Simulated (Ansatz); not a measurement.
A working Ansatz (a program for electronic structure) input for YbSi₂ (P1, 3 atoms in the cell) (DFT, PBEsol, plane waves, default PAW files made with PBE):

Ansatz 0.2 input:
```yaml
crystal:
  lattice:
    - [3.77100000, 0.00000000, 0.00000000]
    - [-1.88550000, 3.26578200, 0.00000000]
    - [0.00000000, 0.00000000, 4.09800000]
  atoms:
    - { symbol: Yb, position: [-0.00612800, 0.00074300, 0.00260800], spin: 1.0 }
    - { symbol: Si, position: [0.33447900, 0.66642400, 0.49026600] }
    - { symbol: Si, position: [0.67164900, 0.33283300, 0.50712600] }
kpoints:
  mp_grid: { grid: [9, 9, 7], shift: [0.5, 0.5, 0.5] }
hamiltonian:
  xc: pbesol
  pseudopotentials: { kind: paw }
magnetization:
  spin_polarized: true
scf:
  occupations: { method: methfessel_paxton, width: 0.1 }
output:
  forces: true
  eigenvalues: true
  stress: true
```

The run converged in 14 iterations: free energy E − TS (on the zero of these files) -14920.8255 eV; Fermi level (on the code's own zero) 13.93 eV; pressure 11.38 GPa; largest force (vector length) 0.386 eV/Å; size of the cell's spin moment 0.00 μB. Each of these slips is then made, one at a time:

(1)
```diff
+  convergence: { dr2_threshold: 1.0e-02 eV }
```

(2)
```diff
-  occupations: { method: methfessel_paxton, width: 0.1 }
+  occupations: { method: fixed }
```

Question: How does each altered input end?

Answer: 
(1) A convergence threshold that is too loose. The run converged in 10 iterations without an error; against the sound input the free energy goes up by 1.8 meV/atom, the pressure goes from 11.38 to 11.68 GPa and the largest force moves little (0.386 to 0.385 eV/Å).

(2) Fixed occupations in a spin-polarised run with a free moment. The program stopped before any SCF iteration.
```
Error: inconsistent input (scf.occupations.method, magnetization): a σ = 0 step fill (method: fixed, or a smearing width below the step floor) with no hard lock on the total moment puts the same N_el/2 bands in each spin channel, which gives a total moment of zero, but the starting moments sum to +1.0000 μB; make the starting moments (crystal.atoms [...]
```

The starting cell comes from a database of published, mostly measured structures (it also holds non-ambient and calculated ones), without a prior relaxation at this level. Its atoms were displaced at random from the sites of space group no. 191. The starting moments vanished: the run ended non-magnetic, which need not be the lowest state. The program warned that a starting moment was not kept. In the base run, with a pressure of about 11 GPa the cell is away from its equilibrium volume at this level. Ansatz's pressure includes its estimate of the finite-basis (Pulay) stress.

Left out of this page: 3 runs of the series outside the window shown, repeating another row's setting, or not comparable.
